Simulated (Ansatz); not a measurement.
A relaxation of cell and atoms of CaPd (Pm-3m, 2 atoms in the cell) with Ansatz (a quantum-chemistry and plane-wave program).

Method of the run: LDA (PW92), default PAW files made with PBE (plane waves; Ansatz).

The change in words: atoms on their sites; basis.ecutwfc: 420 eV → 295 eV; relax: default → cell and atoms. Reference geometry:
```yaml
crystal:
  lattice:
    - [3.51621, 0.00000, 0.00000]
    - [0.00000, 3.51621, 0.00000]
    - [0.00000, 0.00000, 3.51621]
  atoms:
    - { symbol: Ca, position: [0.00000, 0.00000, 0.01422] }
    - { symbol: Pd, position: [0.50000, 0.50000, 0.50000] }
```

Reference input (self-consistent single point, DFT, LDA (PW92), plane waves, default PAW files made with PBE): basis.ecutwfc = 420 eV; kpoints.mp_grid.grid = 9 9 9; hamiltonian.xc = lda; hamiltonian.pseudopotentials = {kind: paw} (the program's default PAW files); scf.occupations.method = fermi_dirac; scf.occupations.width = 0.1 eV. This run's input differs from it in these lines:

Ansatz 0.2 input:
```diff
@@ -6,6 +6,6 @@
   atoms:
-    - { symbol: Ca, position: [0.00000000, 0.00000000, 0.01422000] }
+    - { symbol: Ca, position: [0.00000000, 0.00000000, 0.00000000] }
     - { symbol: Pd, position: [0.50000000, 0.50000000, 0.50000000] }
 basis:
-  ecutwfc: 420.0
+  ecutwfc: 295.0
 kpoints:
@@ -21,2 +21,4 @@
     width: 0.1
+relax:
+  cell: {}
 output:
```

The program printed (abridged):

```
   [... SCF lines of the steps left out ...]
relax step   1: F+E_penalty+E_count = -8618.15227486 eV  Δ(F+E_penalty+E_count) = +0.000e0 eV  max|allowed force component| = 7.803e-29 eV/Å  Δτ_max = 0.0000 Å  P = -5.222 GPa  Ω = 43.473 Å³  (6 SCF iters, dr2 threshold 1.00e-7 eV, accepted)
relax step   2: F+E_penalty+E_count = -8618.43472126 eV  Δ(F+E_penalty+E_count) = -2.824e-1 eV  max|allowed force component| = 7.626e-30 eV/Å  Δτ_max = 0.0000 Å  P = +9.429 GPa  Ω = 38.639 Å³  energy of the carried Pulay correction = +3.414e-1 eV  [...]
   [... lines left out ...]
relax step  14: F+E_penalty+E_count = -8618.21873288 eV  Δ(F+E_penalty+E_count) = -2.340e-3 eV  max|allowed force component| = 5.456e-30 eV/Å  Δτ_max = 0.0000 Å  P = +0.000 GPa  Ω = 39.685 Å³  energy of the carried Pulay correction = +2.334e-3 eV  [...]
relax step  15: F+E_penalty+E_count = -8618.21658761 eV  Δ(F+E_penalty+E_count) = +2.145e-3 eV  max|allowed force component| = 9.598e-30 eV/Å  Δτ_max = 0.0000 Å  P = -0.006 GPa  Ω = 39.685 Å³  stress off target by 6.21e-3 GPa  SCF on the basis [...]
basis re-selected at this cell: Δ(F+E_penalty+E_count) = +2.145e-3 eV, ΔP = -0.007 GPa vs the last step
the relaxation is at rest under the 48 symmetry operations that the run kept from its start: a minimum is not shown …
Stability not checked: this state was not tested for a lower state beside it, because too few of the mixer's solves of this state at the end of the SCF gave a …
Free energy (F): -8618.216588 eV
Internal energy: -8618.190849 eV  (E = F + TS)
   [... lines left out ...]
Fermi energy:    12.732032 eV
   [... lines left out ...]
  cell:  # Å, volume = 39.6847 Å³
    - [3.4109413208640262, -1.3601880232234853e-33, 1.0893541247940303e-33]
    - [1.2077185692928293e-33, 3.4109413208640262, 5.135813185032629e-34]
    - [1.3461447840456617e-33, 5.135813185032629e-34, 3.4109413208640262]
  atoms:
    - { symbol: Ca, position: [3.528611982421963e-46, -5.497888816729513e-46, -6.953441259478574e-47] }
    - { symbol: Pd, position: [0.5, 0.5, 0.5] }
```

The run converged.  The full log also holds: “iter 4 did not close the SCF: its close was put off for the readings that it lacked (scf_convergence_deferred on its scf_iter line)”. The full log also holds: “iter 5 did not close the SCF: its close was put off for the readings that it lacked (scf_convergence_deferred on its scf_iter line)”.

Summary of the result:
| Quantity | Result |
|---|---|
| Free energy E − TS (on the zero of these files) | -8618.2166 eV |
| Fermi level (on the code's own zero) | 12.73 eV |
| Pressure | -0.01 GPa |
| Final cell | a = b = c = 3.411 Å, α = β = γ = 90.00° |
| Final volume per atom | 19.84 Å³ |
| Relaxation steps | 15 |

The starting cell comes from a database of computed structures (which also holds hypothetical and non-ambient phases and stackings), without a prior relaxation at this level. Its lattice was rescaled by up to half a per cent. Spin polarisation is off. The relaxation keeps the symmetry of its start, so its end need not be a minimum. Ansatz's pressure includes its estimate of the finite-basis (Pulay) stress. Without the estimate this run gives -11.86 GPa. The cutoff lies below the one recommended for these files.
